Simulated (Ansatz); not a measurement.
Start from Ga$_{2}$O$_{3}$ in the corundum structure (space group R-3c, No. 167).

```
CELL_PARAMETERS angstrom
      2.47497     1.42892     4.43525
     -2.47497     1.42892     4.43525
      0.00000    -2.85785     4.43525
ATOMIC_POSITIONS crystal
  Ga 0.64424 0.64424 0.64424
  Ga 0.14424 0.14424 0.14424
  Ga 0.35576 0.35576 0.35576
  Ga 0.85576 0.85576 0.85576
  O  0.75000 0.44721 0.05279
  O  0.05279 0.75000 0.44721
  O  0.25000 0.55279 0.94721
  O  0.55279 0.94721 0.25000
  O  0.94721 0.25000 0.55279
  O  0.44721 0.05279 0.75000
```

Computed with LDA, PAW, 420 eV (Ansatz, a program for electronic structure; spin-orbit coupling left out).

Strains are applied to the cell and any free atomic positions relax.

One change was made to it. Results:

```csv
quantity,base,after
"pressure (mean of the normal stresses, compression positive)",0.00 GPa,19.10 GPa
electron mass,0.24 mₑ (at Γ),0.28 mₑ (at Γ)
mean gap deformation potential ΔEg/Δln V,–,-11.4 eV
energy relative to the base (free energy F),0 meV/atom,+35 meV/atom
```

**Question.** Which of these changes matches the shifts?
(A) isotropic strain −0.75 %
(B) isotropic strain −2.25 %
(C) isotropic strain −1.50 %

**Answer.** B, isotropic strain −2.25 %. For comparison, the electron mass in the other runs: isotropic strain −1.50 % gives 0.27 mₑ (at Γ); isotropic strain −0.75 % gives 0.26 mₑ (at Γ).

Masses are band curvatures over ±0.01 Å⁻¹ around the edge. Stability against distortions was not tested.
